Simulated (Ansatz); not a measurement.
Results of PBEsol+SOC (plane waves, PAW; Ansatz, a program for electronic structure) for LuAlN₂ (model structure, started from the ScAlN2 type, P3m1, No. 156, 4 atoms in the cell).

Run with plane-wave cutoff 520 eV, 12×12×6 k mesh (along the axes of the cell as run), Fermi–Dirac smearing 0.01 eV, PAW data made under PBE.

Cell (relaxed with PBEsol):

```cif
data_AlLuN2
_chemical_formula_sum 'Lu1 N2 Al1'
_space_group_name_H-M_alt 'P3m1'
_space_group_IT_number 156
_space_group_name_Hall 'P 3 -2"'
_cell_length_a 3.39808
_cell_length_b 3.39808
_cell_length_c 5.34375
_cell_angle_alpha 90.000
_cell_angle_beta 90.000
_cell_angle_gamma 120.000
loop_
_atom_site_label
_atom_site_type_symbol
_atom_site_symmetry_multiplicity
_atom_site_Wyckoff_symbol
_atom_site_fract_x
_atom_site_fract_y
_atom_site_fract_z
_atom_site_occupancy
Lu1 Lu 1 b 0.33333 0.66667 0.99435 1
N1 N 1 b 0.33333 0.66667 0.41371 1
Al1 Al 1 c 0.66667 0.33333 0.50642 1
N2 N 1 c 0.66667 0.33333 0.85553 1
```

**Question.** Predict the band gap and smallest direct gap on the k points sampled.

**Answer.** 
- band gap: 2.01 eV (indirect)
- smallest direct gap on the k points sampled: 2.76 eV

Note: the relaxation could raise the start's symmetry but not lower it, so the cell can be a saddle point; cell and atoms aren't relaxed at this level (largest force component 0.03 eV/Å, pressure -0.3 GPa).

The computed numbers hold no vibrational or temperature effects.

Computing time: very roughly 50 core-seconds.

A model structure was made by putting elements into a prototype or built by hand; it is no filed structure, need not be a known phase, and can be a saddle point held by its symmetry.
